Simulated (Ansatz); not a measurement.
An Ansatz (a program for electronic structure) run: C; r2SCAN+rVV10 (Ansatz; PAW; 500 eV plane waves; without spin-orbit coupling).

Input:

Ansatz 0.2 input:
```yaml
crystal:
  lattice:
    - [2.455382047, 0, 0]
    - [-1.2276910235, 2.1264232287, 0]
    - [0, 0, 24.1252815631]
  atoms:
    - { symbol: C, position: [0, 0, 0.5697661252] }
    - { symbol: C, position: [0, 0, 0.4302338748] }
    - { symbol: C, position: [0.3333333333, 0.6666666667, 0.4302165914] }
    - { symbol: C, position: [0.6666666667, 0.3333333333, 0.5697834086] }
basis: { ecutwfc: 500, ecutrho_ratio: 4, xc_grid: 4, fft_grid_basis: typed }
kpoints: { mp_grid: { grid: [15, 15, 2] } }
hamiltonian:
  xc: r2scan
  dispersion: rvv10
  pseudopotentials: { kind: paw }
scf: { occupations: { method: fermi_dirac, width: 0.05 }, convergence: { dr2_threshold: 0.0000000004 } }
output: { forces: true, stress: true }
```

Output (explanatory and most iteration lines left out):

```
Pseudopotential: C, paw, valence charge 4
Crystal: 4 atoms, lattice volume = 125.962 Å³
Basis set: ecut = 500 eV, 3261 PW (Γ), exchange–correlation on 72×72×720 points (64 copies of the dense FFT grid, shifted against one another)
Bands: 12, of which v1, the nominal top of the filled ones, is band 8 counted from 1 (7 counted from 0)
Symmetry: 12 space group operations
Space group: P-3m1 (ITA 164), of the structure as read, at distance tolerance 5.0e-5 Å
k-points: 54 of 450
Functional: x = r2scan, c = r2scan + rvv10(b = 11.95, C = 0.0093); τ floored in thin density (d = 2e-4 eV/Å³)
SCF iter   1: F=—  HF=-1005.774225 eV  |F-HF|=—  |Δ(HF+E_count)|=         —  Δρ=4.21e-3  dr2=9.27e-3  dr2_τ=8.22e-1  ethr=1.77e-3  ⟨swp⟩=7.0  Hψ=4570  notcnv=0
SCF iter   2: F=—  HF=-1005.855654 eV  |F-HF|=—  |Δ(HF+E_count)|=   8.14e-2  Δρ=1.20e-3  dr2=5.53e-3  dr2_τ=7.80e-5  ethr=5.79e-5  ⟨swp⟩=3.3  Hψ=1936  notcnv=0
SCF 1 converged in 10 iterations: F = -1005.854263 eV  dr2 = 9.24e-14
SCF converged after 10 iterations
Free energy (F): -1005.854263 eV
Internal energy: -1005.853018 eV  (E = F + TS)
E sigma→0 (E₀):  -1005.853641 eV
Entropy (-TS):   -0.001245 eV (-0.311 meV/atom)
Fermi energy:    -1.143820 eV
--- Forces (eV/Å), atoms counted from 1 ---
  atom   1  C      0.00000000     0.00000000     0.00089097
  atom   2  C      0.00000000    -0.00000000    -0.00089097
  atom   3  C      0.00000000     0.00000000     0.00108757
  atom   4  C      0.00000000    -0.00000000    -0.00108757
--- Stress (GPa, compression-positive) ---
        0.001084      -0.000000       0.000000
       -0.000000       0.001084       0.000000
        0.000000       0.000000      -0.002389
  P = ⅓ Tr σ = -0.0001 GPa (-0.001 kbar)
```

Stability against distortions was not tested. The cell is C (space group P-3m1, No. 164; a cell from a computed database, its experimental status unchecked; layered, stacked along the Cartesian z axis). This is not the structure that C has at room temperature and ambient pressure.
